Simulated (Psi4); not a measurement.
Psi4 1.11, BP86/def2-svp: Cr(S)2(F)(OMe) (C[O][Cr]([F])(=[S])=[S]), 9 atoms. The geometry is a generated start, not checked to be a minimum at this level.

```yaml
task: energy
method: bp86
basis: def2-svp
memory: 3 GB
maxiter: 100
keys_of_the_molecule_block: symmetry c1
scf_type: df (default)
guess: auto, which took SAD (default)
scf_initial_accelerator: adiis (default)
e_convergence: 1e-06 (default)
d_convergence: 1e-06 (default)
dft_radial_points: 75 (default)
dft_spherical_points: 302 (default)
basis_functions: 124
grid_points: 194463
```

```xyz
9

Cr     0.3334     0.7224     1.1498
S      2.3942     0.9525     1.1125
S     -0.0096    -0.6717     2.6473
F     -0.2422     2.2005     1.8111
O     -0.1495     0.0572    -0.2852
C     -0.5101    -0.6649    -1.3877
H     -0.9391    -0.0073    -2.1515
H      0.3773    -1.1677    -1.7984
H     -1.2543    -1.4209    -1.0979
```

Charge 0 and multiplicity 1 are set for this test and not shown to be the ground state.

One run each on 2 threads. Values of diis_max_vecs tried: 3, 6, 10 (default), 20.

Problem. Predict the course of the SCF iterations along this series.

Solution. Fewest SCF iterations, within one of each other: 10 (default) with 17, 20 with 17. The count rises to 19 at 6. The run ends without SCF convergence in 100 iterations at 3.

```tsv
diis_max_vecs	SCF iterations	end
3	100	no convergence
6	19	same solution
10 (default)	17	same solution
20	17	same solution
```
